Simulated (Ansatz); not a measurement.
Abridged Ansatz (a first-principles code) output:

```
Pseudopotential: Pt, paw, valence charge 18
Crystal: 1 atoms, lattice volume = 15.646 Å³
Basis set: ecut = 420 eV, 331 PW (Γ), exchange–correlation on 40×40×40 points (8 copies of the dense FFT grid, shifted against one another)
Bands: 13, of which v1, the nominal top of the filled ones, is band 9 counted from 1 (8 counted from 0)
Symmetry: 48 space group operations
k-points: 256 of 8000
Functional: x = pbe(κ = 0.804, μ = 0.2195149727645171), c = pbe(β = 0.06672455060314922)
SCF iter   1: F=—  HF=-12523.022523 eV  |F-HF|=—  |Δ(HF+E_count)|=         —  Δρ=3.37e-3  dr2=2.69e-4  ethr=1.77e-3  ⟨swp⟩=5.0  Hψ=18332  notcnv=0
SCF iter   2: F=—  HF=-12523.022973 eV  |F-HF|=—  |Δ(HF+E_count)|=   4.50e-4  Δρ=1.85e-3  dr2=8.84e-5  ethr=1.49e-6  ⟨swp⟩=2.4  Hψ=7123  notcnv=0
SCF 1 converged in 7 iterations: F = -12523.023144 eV  dr2 = 4.87e-11
SCF converged after 7 iterations
Free energy (F): -12523.023144 eV
Internal energy: -12523.008085 eV  (E = F + TS)
E sigma→0 (E₀):  -12523.015614 eV
Entropy (-TS):   -0.015059 eV (-15.059 meV/atom)
Fermi energy:    22.286993 eV
--- Forces (eV/Å), atoms counted from 1 ---
  atom   1  Pt    -0.00000000    -0.00000000     0.00000000
--- Stress (GPa, compression-positive) ---
       -0.000663       0.000000      -0.000000
       -0.000000      -0.000663       0.000000
       -0.000000      -0.000000      -0.000663
  P = ⅓ Tr σ = -0.0007 GPa (-0.007 kbar)
```

**Question.** What was computed, and what are the main results?

**Answer.** Pt, 1 atom in the cell, with PBE (Ansatz, PAW, spin-orbit coupling left out). The last SCF converged to F = -12523.023144 eV, or -12523.0231 eV per atom, at a pressure of 0.00 GPa. The total energy compares only with runs of the same code, potentials and settings.

No phonon test of stability was made. All final runs are without spin polarisation. The cell is Pt in the fcc (Cu type) structure (space group Fm-3m, No. 225).
